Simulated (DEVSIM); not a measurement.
Device: Pt/SiO2/n-GaAs capacitor, at 400 K.

Layer 1 from the left is SiO2, thickness (nm) 19.0. Layer 2 from the left is GaAs, thickness (nm) 5400, Nd (cm⁻³) 1.4e16.

Metal gate on the left, work function 5.6 eV. Fixed charge at the semiconductor interface 2.4e12 cm⁻² (in units of +e); no interface traps.

The device is made up for the run: typed textbook-type constants, with dimensions and the other settings drawn at random. Values at 300 K; Nc and Nv go as T^1.5, mobilities as T to minus their exponent, the gap by Varshni's rule with the affinity fixed.

SiO2: gap (eV) 9, affinity (eV) 0.9, permittivity 3.9. GaAs: gap (eV) 1.424, affinity (eV) 4.07, permittivity 12.9, Nc (cm⁻³) 4.7e17, Nv (cm⁻³) 9e18, Varshni α (eV/K) 0.000541, Varshni β (K) 204.

Problem. Estimate by hand the flat-band voltage, the threshold voltage, and compare with a numerical solution.

Solution. 
- Flat-band voltage: C = 0.182 μF/cm², work-function difference 1.394 V; VFB = φms − qNf/C = -0.72 V; numerical -0.72 V.
- Threshold voltage: φF = 0.502 V, depletion charge √(4εqNφF) = 7.17e-8 C/cm²; VT = VFB − 2φF − Qd/C = -2.12 V; numerical -2.12 V.

Model (solved in DEVSIM): 1D Poisson equation in equilibrium, Boltzmann statistics, complete ionisation; no quantum confinement or tunnelling. Metal contacts follow the ideal Schottky-Mott rule: no Fermi-level pinning, no interface dipoles.
